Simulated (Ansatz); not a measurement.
Base system: GaN in the zinc blende structure (space group F-43m, No. 216; a = 4.498 Å). Axes: x, y, z lie along the cube axes.

The values are results of plane-wave PAW DFT at the r2SCAN level (Ansatz, a first-principles code, 500 eV), no SOC, not measurements.

Strains are applied to the cell and any free atomic positions relax.

One change was made to it. Results:

```tsv
quantity	base	after
energy relative to the base (free energy F)	0 meV/atom	+4.0 meV/atom
electron mass	0.17 mₑ (at Γ)	0.16 mₑ (at Γ)
valence-band top at Γ (three highest levels, from the VBM)	0.00, 0.00, 0.00 eV	0.00, 0.00, -0.10 eV
```

Question: Name the change that was made.
A. uniaxial strain ε_zz = +2.50 %
B. uniaxial strain ε_zz = +0.50 %
C. uniaxial strain ε_zz = +2.00 %

Answer: C, uniaxial strain ε_zz = +2.00 %. For comparison, the energy relative to the base in the other runs: uniaxial strain ε_zz = +0.50 % gives +0.3 meV/atom; uniaxial strain ε_zz = +2.50 % gives +6.2 meV/atom.

The levels and masses belong to the bands next to the band gap. Masses are band curvatures over ±0.01 Å⁻¹ around the edge. Whether these cells are dynamically stable was not tested. This is not the structure that GaN has at room temperature and ambient pressure.
